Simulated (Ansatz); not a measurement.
## BN: stress against strain

BN (wurtzite, P6_3mc, 5.755 Å³/atom at rest, c along z) under an equal strain ε in the (0001) plane with the normal axis free, as in a coherent film. LDA in Ansatz, a plane-wave DFT program (PAW, default set), 420 eV, 15×15×8 Γ-centred mesh, Fermi-Dirac smearing 0.05 eV; ions are relaxed within the symmetry of each cell. Stress is positive for a compressed cell.

Here s stands for strain and y for stress xx.

| strain (%) | stress xx (GPa) |
|---|---|
| -3.00 | ? |
| -1.20 | 14.27 |
| -0.60 | 6.94 |
| 0.00 | 0.00 |
| 0.60 | -6.58 |
| 1.20 | -12.79 |

The 5 complete rows are fitted with a straight line, y against s. Means: s 0, y 0.368. About the means, the sum of products is -40.584 and the sum of squares of s is 3.6000; the slope is their ratio. Least squares gives y = 0.368 - 11.2733·s. Residuals (row less fit): 0.374, -0.192, -0.368, -0.184, 0.370; standard error 0.401 (degrees of freedom: 3). The slope gives the biaxial elastic modulus of this plane = 1127 ± 21 GPa.

Question: What does the fit predict for y at s = -3.00, and how far is the calculated value from it?

Answer: y = 0.368 - 11.2733 × (-3.0) = 34.188 GPa. The calculation gives 38.72 GPa, 4.532 GPa above the prediction (8.8 % of the range of y in the table). The row lies outside the fitted rows, so this is an extrapolation. From the scatter of the fitted rows alone, a prediction at this place has a standard error of 0.772 GPa, so the miss is 5.9 times that.

One order more, fitted to all 11 runs of the series, follows each within 0.08, so the miss is the next term of a smooth law. BN is here a metastable high-pressure form. Rows are the converged runs of the series near zero and its far end; series whose fitted rows scatter by over a few per cent of the range, as at a crossing or softening among them, aren't shown in this form. Most that stay on the fit to the last digits aren't either.
